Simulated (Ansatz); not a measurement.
# Thickness series in Ta

The parent structure is Ta in the bcc (W type) structure (space group Im-3m, No. 229).

```
Ta
1.0
   -1.65255     1.65255     1.65255
    1.65255    -1.65255     1.65255
    1.65255     1.65255    -1.65255
Ta
1
Direct
  0.00000   0.00000   0.00000
```

Cartesian axes are those of the cell as printed.

Free-standing slabs (1 atom(s) a layer) normal to [110] with 15 Å of vacuum; in-plane cell held at bulk.

The values are results of DFT with r2SCAN, PAW potentials and a 500 eV plane-wave cutoff in Ansatz (an electronic-structure program), no SOC, earlier PAW set, not measurements.

Notes on the quantities. excess energy per area of both faces: slab less bulk energy over the cell's area: twice a surface energy; uncertain by up to 0.1 J/m²; layer's space group: with vacuum.

| variant | excess energy per area of both faces | layer's space group | thickness between the outermost nuclei | shortest interatomic distance |
|---|---|---|---|---|
| base | – | – | – | 2.862 Å |
| 1 layer | – | Cmmm (No. 65) | – | 2.862 Å |
| 2 layers | 5.21 J/m² | Cmme (No. 67) | 2.14 Å | 2.700 Å |
| 3 layers | 5.2 J/m² | Cmmm (No. 65) | 4.51 Å | 2.797 Å |
| 4 layers | 5.1 J/m² | Cmme (No. 67) | 6.79 Å | 2.775 Å |
| 5 layers | 5.1 J/m² | Cmmm (No. 65) | 9.12 Å | 2.774 Å |
| 6 layers | 5.1 J/m² | Cmme (No. 67) | 11.47 Å | 2.777 Å |
| 7 layers | 5.1 J/m² | Cmmm (No. 65) | 13.81 Å | 2.776 Å |

Slab and bulk use different k-meshes, which limits the precision of the excess energy. Stability against distortions was not tested. The final runs are not spin-polarised.
